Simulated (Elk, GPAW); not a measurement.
A GPAW input for a self-consistent single point of GaFe₃ (Pm-3m, 4 atoms in the cell) (DFT LDA (Perdew-Wang 92), plane waves, GPAW PAW datasets LDA (gpaw-data 1.0.1)):

```python
from ase import Atoms
from ase.units import GPa
from gpaw import GPAW

atoms = Atoms(['Ga', 'Fe', 'Fe', 'Fe'],
              cell=[[3.565269, 0.000000, 0.000000],
                    [0.000000, 3.565269, 0.000000],
                    [0.000000, 0.000000, 3.565269]],
              scaled_positions=[[0.000000, 0.000000, 0.000000],
                                [0.000000, 0.500000, 0.500000],
                                [0.500000, 0.000000, 0.500000],
                                [0.500000, 0.500000, 0.000000]],
              pbc=True)

atoms.set_initial_magnetic_moments([0.0, 4.0, 4.0, 4.0])

calc = GPAW(spinpol=True,
            mode={'name': 'pw', 'ecut': 800},
            xc='LDA',
            kpts={'size': (6, 6, 6), 'gamma': True},
            occupations={'name': 'methfessel-paxton', 'width': 0.272, 'order': 0},
            nbands=-8,
            symmetry={'symmorphic': False, 'tolerance': 0.0005},
            maxiter=100,
            txt='-')

atoms.calc = calc

energy = atoms.get_potential_energy()
print('Energy (eV):', round(energy, 6))
forces = atoms.get_forces()
print('Forces (eV/Ang):')
print(forces.round(5))
stress = atoms.get_stress()
print('Stress (GPa, Voigt):', (stress / GPa).round(4))
```

Q: Write the same calculation as an input for Elk.

A: This is the input that was run; spellings and numerical settings could be chosen otherwise.

```
tasks
  0

spinpol
  .true.

reducebf
  0.5

tforce
  .true.

rgkmax
  7.5

gmaxvr
  18.0

lmaxapw
  10

lmaxo
  8

nxlo
  2

lorbcnd
  .true.

lradstp
  2

nrmtscf
  2.0

rmtscf
  0.95

lmaxi
  4

nempty
  8

stype
  0

swidth
  0.00999582

maxscl
  100

avec
    6.7373819706    0.0000000000    0.0000000000
    0.0000000000    6.7373819706    0.0000000000
    0.0000000000    0.0000000000    6.7373819706

atoms
  2
  'Ga.in'
  1
  0.0000000000  0.0000000000  0.0000000000    0.0 0.0 0.0
  'Fe.in'
  3
  0.0000000000  0.5000000000  0.5000000000    0.0 0.0 -2.0
  0.5000000000  0.0000000000  0.5000000000    0.0 0.0 -2.0
  0.5000000000  0.5000000000  0.0000000000    0.0 0.0 -2.0

ngridk
  6 6 6
```

Basis settings and potentials, where a program has them, do not carry over. This input uses DFT, LDA (PW92), all-electron FP-LAPW, Elk's shipped species files, APW+lo basis with extra local orbitals. LDA parametrisations can differ slightly between programs. Both were run: size of the net moment 1.58 μB/atom in GPAW and 1.58 in Elk.

On GPAW: the starting cell comes from a database of computed structures (which also holds hypothetical and non-ambient phases and stackings), without a prior relaxation at this level. For this run, on top of that: lattice scaled by 0.98. The magnetic order is the one reached from the typed start; others were not searched systematically.

On Elk: the starting cell comes from a database of computed structures (which also holds hypothetical and non-ambient phases and stackings), without a prior relaxation at this level. For this run, on top of that: lattice scaled by 0.98. The magnetic order is the one reached from the typed start; others were not searched systematically. Values depend on the basis (sphere radii, cutoffs, local orbitals), which need not be converged.
